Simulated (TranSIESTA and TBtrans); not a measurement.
Junction: Al point contact of 2 atoms in a row between two rods, one bond stretched by the factor 1.1. Leads: fcc Al rod along [100], layers of 5 and 4 atoms, a = 4.04 Å. Geometry: as built, not relaxed. Transport runs along z; the first 18 and the last 18 of the 69 atoms are the lead cells, repeated to infinity.

```xyz
69
Lattice="14.213 0.000 0.000 0.000 14.213 0.000 0.000 0.000 35.211" Properties=species:S:1:pos:R:3 pbc="F F T"
Al     7.107     7.107     0.000
Al     9.963     7.107     0.000
Al     7.107     9.963     0.000
Al     4.250     7.107     0.000
Al     7.107     4.250     0.000
Al     8.535     8.535     2.020
Al     5.678     8.535     2.020
Al     8.535     5.678     2.020
Al     5.678     5.678     2.020
Al     7.107     7.107     4.040
Al     9.963     7.107     4.040
Al     7.107     9.963     4.040
Al     4.250     7.107     4.040
Al     7.107     4.250     4.040
Al     8.535     8.535     6.060
Al     5.678     8.535     6.060
Al     8.535     5.678     6.060
Al     5.678     5.678     6.060
Al     7.107     7.107     8.080
Al     9.963     7.107     8.080
Al     7.107     9.963     8.080
Al     4.250     7.107     8.080
Al     7.107     4.250     8.080
Al     8.535     8.535    10.100
Al     5.678     8.535    10.100
Al     8.535     5.678    10.100
Al     5.678     5.678    10.100
Al     7.107     7.107    12.120
Al     9.963     7.107    12.120
Al     7.107     9.963    12.120
Al     4.250     7.107    12.120
Al     7.107     4.250    12.120
Al     8.535     8.535    14.140
Al     5.678     8.535    14.140
Al     8.535     5.678    14.140
Al     5.678     5.678    14.140
Al     7.107     7.107    16.160
Al     7.107     7.107    19.051
Al     8.535     8.535    21.071
Al     5.678     8.535    21.071
Al     8.535     5.678    21.071
Al     5.678     5.678    21.071
Al     7.107     7.107    23.091
Al     9.963     7.107    23.091
Al     7.107     9.963    23.091
Al     4.250     7.107    23.091
Al     7.107     4.250    23.091
Al     8.535     8.535    25.111
Al     5.678     8.535    25.111
Al     8.535     5.678    25.111
Al     5.678     5.678    25.111
Al     7.107     7.107    27.131
Al     9.963     7.107    27.131
Al     7.107     9.963    27.131
Al     4.250     7.107    27.131
Al     7.107     4.250    27.131
Al     8.535     8.535    29.151
Al     5.678     8.535    29.151
Al     8.535     5.678    29.151
Al     5.678     5.678    29.151
Al     7.107     7.107    31.171
Al     9.963     7.107    31.171
Al     7.107     9.963    31.171
Al     4.250     7.107    31.171
Al     7.107     4.250    31.171
Al     8.535     8.535    33.191
Al     5.678     8.535    33.191
Al     8.535     5.678    33.191
Al     5.678     5.678    33.191
```

Run with TranSIESTA and TBtrans (open boundaries, self-consistent; PseudoDojo norm-conserving potentials, scalar-relativistic): PAO.BasisSize SZP, PAO.EnergyShift 0.15 eV, XC.Authors PBE, Mesh.Cutoff 150 Ry, ElectronicTemperature 300 K, TS.Voltage 0.0 eV, TBT.Elecs.Eta 0.001 eV, no spin polarisation.

Energies count from the leads' Fermi level. Transmissions are for one spin of a degenerate pair. The energy step is 0.02 eV; narrower resonances are cut or missed.

```csv
E (eV),T
-0.20,0.485
-0.16,0.509
-0.12,0.537
-0.08,0.571
-0.04,0.622
0.00,0.731
0.04,1.39
0.08,1.51
0.12,1.53
0.16,1.54
0.20,1.54
```

Q: Give the zero-bias conductance in μS and the resistance at 300 K.

A: At the Fermi level T = 0.731. Averaged with −∂f/∂E over the full grid (kT = 25.9 meV) it is 0.880, well away from the value at one energy, as T changes fast within a few kT. With G0 = 2e²/h = 77.48 μS, G = 68.2 μS and R = 1/G = 14.7 kΩ.

Q: Estimate the thermopower by Mott's formula S = −(π²/3)(kB²T/e) d ln T/dE from the rows at -0.04 and 0.04 eV.

A: d ln T/dE = 10.1 eV⁻¹ and (π²/3) kB²T/e = 7.33 μV/K · eV, so S = -74 μV/K; the full integral gives -50 μV/K, far from the estimate, as ln T isn't straight over a few kT. A negative sign means that T rises with energy over the thermal window.

The leads' channel count changes near 0.03 eV, within the thermal window, so values at the Fermi level hang on where that band edge falls.
